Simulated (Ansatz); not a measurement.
**tetragonal indium (0 0 1) on zinc-blende CdTe (0 0 1) (film strained to the substrate, started from cuts of the bulks and a machine-learned relaxation; slabs Cd4Te4 and In8, which can lie off the formulas)**

A periodic stack without vacuum, tetragonal indium (0 0 1) on zinc-blende CdTe (0 0 1) (film strained to the substrate, started from cuts of the bulks and a machine-learned relaxation; slabs Cd4Te4 and In8, which can lie off the formulas): substrate slab Cd4Te4, film In8, surface cells [[1, 0], [1, 1]] and [[-1, 1], [-1, -1]], film strained by -0.6 and -0.6 %, outermost planes Te/Cd and In/In as cut, which need not be the usual terminations and can put a slab off its formula.

The start was prepared with a machine-learned potential, and the result is one local minimum, with the in-plane cell held and forces under 0.04 eV/Å; the film can end far from its bulk form.

Method: PBE (plane waves to 420 eV, PAW; Ansatz, an electronic-structure program). No spin–orbit coupling; the runs are not spin-polarised. Its k-point mesh 7×7×1, Fermi–Dirac width 0.05 eV.

The interface area comes out as 21.9 Å² and the period comes out as 24.02 Å. The heights between the nearest atoms of the two slabs at the two interfaces comes out as 2.07 and 2.17 Å and the Cd–In contacts across the interfaces within 1.22 times the sum of covalent radii is 4, mean 3.17 Å. The In–Te contacts across the interfaces within 1.22 times the sum of covalent radii is 2, mean 3.19 Å and the estimate of the barrier is withheld, since the two interfaces are unlike.

```yaml
crystal:
  lattice:
    - [4.67410, -0.00596, 0.25599]
    - [-0.00691, 4.67512, 0.23540]
    - [3.25488, 3.15051, 24.42042]
  atoms:
    - { symbol: Cd, position: [0.97790, 0.85087, 0.26080] }
    - { symbol: Cd, position: [0.61599, 0.47901, 0.12301] }
    - { symbol: Cd, position: [0.69759, 0.58069, 0.54174] }
    - { symbol: Cd, position: [0.34440, 0.22095, 0.39850] }
    - { symbol: Te, position: [0.04767, 0.41472, 0.19228] }
    - { symbol: Te, position: [0.67967, 0.04403, 0.05298] }
    - { symbol: Te, position: [0.77543, 0.15154, 0.46840] }
    - { symbol: Te, position: [0.41016, 0.78454, 0.33004] }
    - { symbol: In, position: [0.99548, 0.87326, 0.73070] }
    - { symbol: In, position: [0.48767, 0.36797, 0.73713] }
    - { symbol: In, position: [0.11030, 0.48409, 0.62798] }
    - { symbol: In, position: [0.59947, 0.98208, 0.63349] }
    - { symbol: In, position: [0.78325, 0.66201, 0.93888] }
    - { symbol: In, position: [0.26390, 0.14093, 0.96259] }
    - { symbol: In, position: [0.88202, 0.25677, 0.83932] }
    - { symbol: In, position: [0.38016, 0.75761, 0.83958] }
```
